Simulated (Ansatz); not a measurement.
## rutile IrO2 (1 0 0) on zinc-blende InSb (1 1 0) (film strained to the substrate, started from cuts of the bulks and a machine-learned relaxation; slabs In6Sb6 and Ir6O16, which can lie off the formulas)

A periodic stack without vacuum, rutile IrO2 (1 0 0) on zinc-blende InSb (1 1 0) (film strained to the substrate, started from cuts of the bulks and a machine-learned relaxation; slabs In6Sb6 and Ir6O16, which can lie off the formulas): substrate slab In6Sb6, film Ir6O16, surface cells [[0, -1], [1, -1]] and [[1, 0], [1, 2]], film strained by +3.6 and +4.4 %, outermost planes InSb/InSb and O/O as cut, which need not be the usual terminations and can put a slab off its formula.

The start was prepared with a machine-learned potential, and the result is one local minimum, with the in-plane cell held and forces under 0.04 eV/Å; the film can end far from its bulk form.

Level of theory: PBE (plane waves to 420 eV, PAW; Ansatz, a program for electronic structure). Spin–orbit coupling is left out; the runs are not spin-polarised. Its k-point mesh 8×5×1, Fermi–Dirac width 0.05 eV.

| Property | Value |
|---|---|
| interface area | 31.2 Å² |
| period | 21.56 Å |
| heights between the nearest atoms of the two slabs at the two interfaces | 0.99 and 0.83 Å |
| In–O contacts across the interfaces within 1.22 times the sum of covalent radii | 6, mean 2.20 Å |
| O–Sb contacts across the interfaces within 1.22 times the sum of covalent radii | 6, mean 2.05 Å |
| In–Ir contacts across the interfaces within 1.22 times the sum of covalent radii | 2, mean 3.33 Å |
| Ir–Sb contacts across the interfaces within 1.22 times the sum of covalent radii | 2, mean 3.23 Å |

```
CELL_PARAMETERS angstrom
      4.69343     0.00118    -0.01643
      4.69341     6.61453     0.55841
      3.44431     4.62122    22.03196
ATOMIC_POSITIONS crystal
  In 0.77469 0.02355 0.15025
  In 0.77592 0.27664 0.02290
  In 0.81646 0.84888 0.35916
  In 0.77651 0.45998 0.24753
  In 0.89021 0.20474 0.58959
  In 0.82496 0.23778 0.46078
  Sb 0.00091 0.79550 0.00033
  Sb 0.51365 0.79172 0.13456
  Sb 0.52709 0.20638 0.25065
  Sb 0.56243 0.60199 0.35702
  Sb 0.57666 0.97573 0.46973
  Sb 0.13061 0.70707 0.58263
  Ir 0.44129 0.49436 0.79830
  Ir 0.94320 0.99390 0.79880
  Ir 0.67113 0.84240 0.69963
  Ir 0.17319 0.33925 0.70015
  O  0.78778 0.64259 0.64589
  O  0.24896 0.13375 0.65679
  O  0.96933 0.90025 0.63561
  O  0.45922 0.40681 0.63783
  O  0.35934 0.78325 0.75818
  O  0.85640 0.28409 0.75839
  O  0.10380 0.55217 0.73967
  O  0.60033 0.04918 0.74219
  Ir 0.71836 0.64492 0.89694
  Ir 0.21201 0.14959 0.89736
  O  0.77507 0.43570 0.85799
  O  0.28499 0.93801 0.85594
  O  0.03042 0.70160 0.83857
  O  0.52154 0.20841 0.83875
  O  0.41553 0.59249 0.96102
  O  0.92866 0.07570 0.96193
  O  0.11119 0.34873 0.94724
  O  0.65444 0.85657 0.93886
```
